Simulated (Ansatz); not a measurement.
Input and output of a relaxation of the atoms for Li₃Au (I4mm, 4 atoms in the cell) (Ansatz, a first-principles code).

Level of theory: LDA (PW92), default PAW files made with PBE (plane waves; Ansatz).

The change in words: one atom moved by 0.15 angstrom; relax: default → atoms; relax.f_tol: default → 0.03 eV/Å. Reference geometry:
```
Li3Au
1.0
    0.00000     3.11605     3.11605
    3.11605     0.00000     3.11605
    3.11605     3.11605     0.00000
Li Au
3 1
Cartesian
  1.55802   1.55802   1.55802
  4.67407   4.67407   4.67407
  3.11605   3.11605   3.11605
  0.00000   0.00000   0.00000
```

Reference input (self-consistent single point, DFT, LDA (PW92), plane waves, default PAW files made with PBE): basis.ecutwfc = 420 eV; kpoints.mp_grid.grid = 9 9 9; hamiltonian.xc = lda; hamiltonian.pseudopotentials = {kind: paw} (the program's default PAW files); scf.occupations.method = gaussian; scf.occupations.width = 0.1 eV. This run's input differs from it in these lines:

```diff
@@ -8,3 +8,3 @@
     - { symbol: Li, position_ang: [4.674068, 4.674068, 4.674068] }
-    - { symbol: Li, position_ang: [3.116045, 3.116045, 3.116045] }
+    - { symbol: Li, position_ang: [3.116045, 3.116045, 3.266045] }
     - { symbol: Au, position_ang: [0.000000, 0.000000, 0.000000] }
@@ -19,2 +19,4 @@
   occupations: { method: gaussian, width: 0.1 }
+relax:
+  f_tol: 0.03
 output:
```

Log, with long lists cut:

```
   [... SCF lines of the steps left out ...]
relax step   1: F+E_penalty+E_count = -13471.45659578 eV  Δ(F+E_penalty+E_count) = +0.000e0 eV  max|allowed force component| = 2.658e-1 eV/Å  Δτ_max = 0.0000 Å  (6 SCF iters, dr2 threshold 2.25e-5 eV, accepted)
relax step   2: F+E_penalty+E_count = -13471.47137131 eV  Δ(F+E_penalty+E_count) = -1.478e-2 eV  max|allowed force component| = 1.232e-1 eV/Å  Δτ_max = 0.1563 Å  (5 SCF iters, dr2 threshold 4.41e-6 eV, accepted)
relax step   3: F+E_penalty+E_count = -13471.47647694 eV  Δ(F+E_penalty+E_count) = -5.106e-3 eV  max|allowed force component| = 3.271e-3 eV/Å  Δτ_max = 0.0425 Å  (5 SCF iters, dr2 threshold 9.49e-7 eV, accepted)
relax step   4: F+E_penalty+E_count = -13471.47647698 eV  Δ(F+E_penalty+E_count) = -3.472e-8 eV  max|allowed force component| = 3.304e-3 eV/Å  Δτ_max = 0.0000 Å  (3 SCF iters, accepted)
the relaxation is at rest under the 8 symmetry operations that the run kept from its start: a minimum is not shown …
Stability not checked: this state was not tested for a lower state beside it, because too few of the mixer's solves of this state at the end of the SCF gave a …
Free energy (F): -13471.476477 eV
Internal energy: -13471.467358 eV  (E = F + TS)
E sigma→0 (E₀):  -13471.471918 eV
Entropy (-TS):   -0.009119 eV (-2.280 meV/atom)
Fermi energy:    7.085602 eV
--- Forces (eV/Å), atoms counted from 1 ---
  atom   1  Li     0.00000000    -0.00000000    -0.00205701
   [... lines left out ...]
  atoms:
    - { symbol: Li, position: [0.25610000703707264, 0.25610000703707264, 0.2438999929629273] }
    - { symbol: Li, position: [0.7561000070370728, 0.7561000070370728, 0.743899992962927] }
    - { symbol: Li, position: [0.5058058751023504, 0.5058058751023504, 0.4941941248976496] }
    - { symbol: Au, position: [0.0060632433296137, 0.0060632433296137, -0.0060632433296137] }
```

The run converged.  The full log also holds: “iter 5 did not close the SCF: its close was put off for the readings that it lacked (scf_convergence_deferred on its scf_iter line)”.

Summary of the result:
| Quantity | Value |
|---|---|
| Free energy E − TS (on the zero of these files) | -13471.4765 eV |
| Fermi level (on the code's own zero) | 7.09 eV |
| Pressure | -2.33 GPa |
| Largest force (vector length) | 0.003 eV/Å |
| Relaxation steps | 4 |

The starting cell comes from a database of computed structures (which also holds hypothetical and non-ambient phases and stackings), without a prior relaxation at this level. Its lattice was rescaled by up to half a per cent. For this run, on top of that: one atom moved by 0.15 angstrom. The relaxation keeps the symmetry of its start, so its end need not be a minimum. Ansatz's pressure includes its estimate of the finite-basis (Pulay) stress.

Cost on one core of a shared machine: roughly 30 s.

Keys are those of Ansatz 0.2.
